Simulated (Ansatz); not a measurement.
A self-consistent single point of Be (P6/mmm, 3 atoms in the cell) with Ansatz (an electronic-structure program).

Method: PBE, harder PAW files (source: ansatz) (plane waves; Ansatz).

```yaml
crystal:
  lattice:
    - [3.58163, 0.00000, 0.00000]
    - [-1.79082, 3.10179, 0.00000]
    - [0.00000, 0.00000, 2.17841]
  atoms:
    - { symbol: Be, position: [0.00000, 0.00000, 0.00000] }
    - { symbol: Be, position: [0.33333, 0.66667, 0.50000] }
    - { symbol: Be, position: [0.66667, 0.33333, 0.50000] }
```

Reference input (self-consistent single point, DFT, PBE, plane waves, default PAW files): kpoints.mp_grid.grid = 9 9 12; hamiltonian.xc = pbe; hamiltonian.pseudopotentials = {kind: paw} (the program's default PAW files); scf.occupations.method = fermi_dirac; scf.occupations.width = 0.1 eV. This run's input differs from it in these lines:

Ansatz 0.2 input:
```diff
@@ -16,2 +16,3 @@
     kind: paw
+    source: ansatz
 scf:
```

The program printed (abridged):

```
SCF iter   1: F=—  HF=-1205.333852 eV  |F-HF|=—  |Δ(HF+E_count)|=         —  Δρ=1.42e-2  dr2=1.78e-2  ethr=3.10e-3  ⟨swp⟩=4.8  Hψ=4965  notcnv=0
all-band conjugate gradients solve this SCF's bands
preconditioner: auto → none
SCF iter   2: F=—  HF=-1205.300499 eV  |F-HF|=—  |Δ(HF+E_count)|=   3.34e-2  Δρ=7.49e-3  dr2=6.53e-3  ethr=1.48e-4  ⟨swp⟩=2.3  Hψ=1786  notcnv=0
SCF iter   3: F=—  HF=-1205.291653 eV  |F-HF|=—  |Δ(HF+E_count)|=   8.85e-3  Δρ=4.73e-4  dr2=4.00e-5  ethr=5.44e-5  ⟨swp⟩=2.6  Hψ=1320  notcnv=0
SCF iter   4: F=—  HF=-1205.291648 eV  |F-HF|=—  |Δ(HF+E_count)|=   5.05e-6  Δρ=9.90e-5  dr2=3.99e-6  ethr=3.33e-7  ⟨swp⟩=2.2  Hψ=1179  notcnv=0
SCF iter   5: F=-1205.291646 eV  HF=-1205.291646 eV  |F-HF|=2.87e-9  |Δ(HF+E_count)|=   1.25e-6  Δρ=2.62e-5  dr2=9.76e-8  ethr=8.33e-10  ⟨swp⟩=2.8  Hψ=3098  notcnv=0
SCF 1 converged in 5 iterations: F = -1205.291646 eV  dr2 = 9.76e-8
Stability not checked: this state was not tested for a lower state beside it, because too few of the mixer's solves of this state at the end of the SCF gave a …
Free energy (F): -1205.291646 eV
Internal energy: -1205.274263 eV  (E = F + TS)
E sigma→0 (E₀):  -1205.282955 eV
Entropy (-TS):   -0.017383 eV (-5.794 meV/atom)
Fermi energy:    9.396353 eV
--- Forces (eV/Å), atoms counted from 1 ---
  atom   1  Be     0.00000000    -0.00000000     0.00000000
   [... zero for the other atoms too ...]
--- Stress (GPa, compression-positive) ---
       -1.578079      -0.000000       0.000000
       -0.000000      -1.578079       0.000000
        0.000000       0.000000       3.014574
  P = ⅓ Tr σ = -0.0472 GPa (-0.472 kbar)
  The stress holds the Pulay correction. Without it, at fixed plane waves, as pw.x and ABINIT print it: P = -0.0874 GPa
```

The run converged in 5 iterations. Against the reference run the pressure hardly changes (-0.03 to -0.05 GPa). The full log also holds: “WARN basis.ecutwfc = 960 eV, the default”.

The starting cell was generated: these elements placed on a structure prototype, without a prior relaxation; it need not be a known phase or ordering of this composition. Ansatz's pressure includes its estimate of the finite-basis (Pulay) stress.
